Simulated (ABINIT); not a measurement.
Worked example: self-consistent single point of Be (P6_3/mmc, 2 atoms in the cell) in ABINIT.

Level of theory: LDA (PW92), norm-conserving pseudopotentials (PseudoDojo nc-sr-04 LDA standard) (plane waves; ABINIT 10.0.3).

```xyz
2
Lattice="1.1450 -1.9832 0.0000 1.1450 1.9832 0.0000 0.0000 0.0000 3.5800" Properties=species:S:1:pos:R:3 pbc="T T T"
Be     1.1450     0.6611     0.8950
Be     1.1450    -0.6611     2.6850
```

Reference input (self-consistent single point, DFT, PBE, plane waves, norm-conserving pseudopotentials (PseudoDojo nc-sr-05 PBE standard)): pseudos = [Be.upf]; ecut = 1197 eV; ixc = 11; occopt = 3; tsmear = 0.1 eV; ngkpt = 16 16 9; nshiftk = 1; shiftk = 0 0 0; potentials = PseudoDojo nc-sr-05 PBE standard; nband = 9; kptopt = 1; nstep = 50. This run's input differs from it in these lines:

```diff
@@ -1,2 +1,2 @@
-# Be, PseudoDojo nc-sr-05 PBE standard
+# Be, PseudoDojo nc-sr-04 LDA standard
 pp_dirpath "./"
@@ -17,3 +17,3 @@
 ecut 1197 eV
-ixc 11
+ixc 7
 occopt 3
```

Its files differ too (potentials: PseudoDojo nc-sr-05 PBE standard → PseudoDojo nc-sr-04 LDA standard).

Output, abridged:

```
--- !BeginCycle
solver: {iscf: 7, nstep: 50, nline: 4, wfoptalg: 0, }
tolerances: {tolvrs: 1.00E-10, }
...

     iter   Etot(hartree)      deltaE(h)  residm     vres2
 ETOT  1  -27.627468406509    -2.763E+01 2.103E-01 3.686E-01
 ETOT  2  -27.659043958454    -3.158E-02 1.845E-02 6.101E-02
 ETOT  3  -27.659048521203    -4.563E-06 3.322E-03 6.286E-04
 ETOT  4  -27.659048550428    -2.922E-08 8.843E-04 2.195E-05
 ETOT  5  -27.659048552038    -1.610E-09 2.518E-04 3.783E-08
 ETOT  6  -27.659048552041    -2.945E-12 4.388E-04 2.992E-10
 ETOT  7  -27.659048552041    -4.547E-13 2.398E-04 4.931E-13
 At SCF step    7       vres2   =  4.93E-13 < tolvrs=  1.00E-10 =>converged.

 Cartesian components of stress tensor (hartree/bohr^3)
  sigma(1 1)=  2.96944564E-04  sigma(3 2)=  0.00000000E+00
  sigma(2 2)=  2.96944564E-04  sigma(3 1)=  0.00000000E+00
  sigma(3 3)=  2.60262122E-04  sigma(2 1)=  0.00000000E+00

 ----iterations are completed or convergence reached----

 reduced coordinates (array xred) for    2 atoms
       0.333333333355      0.666666666689      0.250000000000
       0.666666666689      0.333333333355      0.750000000000
 cartesian forces (eV/Angstrom) at end:
    1      0.00000000000000     0.00000000000000    -0.00000000000000
    2     -0.00000000000000    -0.00000000000000    -0.00000000000000
 frms,max,avg= 1.2218635E-27 1.9997435E-27   0.000E+00  0.000E+00  0.000E+00 e/A
   [... lines left out ...]
 Fermi (or HOMO) energy (hartree) =   0.25402   Average Vxc (hartree)=  -0.41103
   [... lines left out ...]
total_energy        : -2.76590485520412E+01
total_energy_eV     : -7.52640987351971E+02
band_energy         : -1.31473927004164E+01
...

-Cartesian components of stress tensor (GPa)         [Pressure= -8.3767E+00 GPa]
- sigma(1 1)=  8.73640922E+00  sigma(3 2)=  0.00000000E+00
- sigma(2 2)=  8.73640922E+00  sigma(3 1)=  0.00000000E+00
- sigma(3 3)=  7.65717472E+00  sigma(2 1)=  0.00000000E+00

 Calculation completed.
```

The run converged in 7 iterations. Against the reference run the pressure goes from -2.40 to -8.38 GPa.

The starting cell has typed, rounded lattice constants, without a prior relaxation at this level. With a pressure of about -8 GPa the cell is away from its equilibrium volume at this level.

Cost on one core of a shared machine: roughly 50 s.
